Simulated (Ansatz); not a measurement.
BeS (model structure, started from the NiAs type, P6₃/mmc, No. 194, 4 atoms in the cell), treated with r²SCAN in Ansatz (PAW).

Numerical settings: plane-wave cutoff 560 eV, 12×12×8 k mesh (along the axes of the cell as run), Fermi–Dirac smearing 0.01 eV, scalar-relativistic PAW data made under PBE.

Cell (relaxed at this level):

```xyz
4
Lattice="3.3002 0.0000 0.0000 -1.6501 2.8581 0.0000 0.0000 0.0000 5.2553" Properties=species:S:1:pos:R:3 pbc="T T T"
Be     0.0000     0.0000     0.0000
Be     0.0000     0.0000     2.6276
S      0.0000     1.9054     1.3138
S      1.6501     0.9527     3.9415
```

Problem. Give the computed band gap and smallest direct gap on the k points sampled.

Solution. 
- band gap: 1.81 eV (indirect)
- smallest direct gap on the k points sampled: 4.04 eV

Note: the relaxation could raise the start's symmetry but not lower it, so the cell can be a saddle point.

Cost on a shared machine: very roughly 8 core-seconds.

A model structure was made by putting elements into a prototype or built by hand; it is no filed structure, need not be a known phase, and can be a saddle point held by its symmetry.

Ansatz is an electronic-structure program.
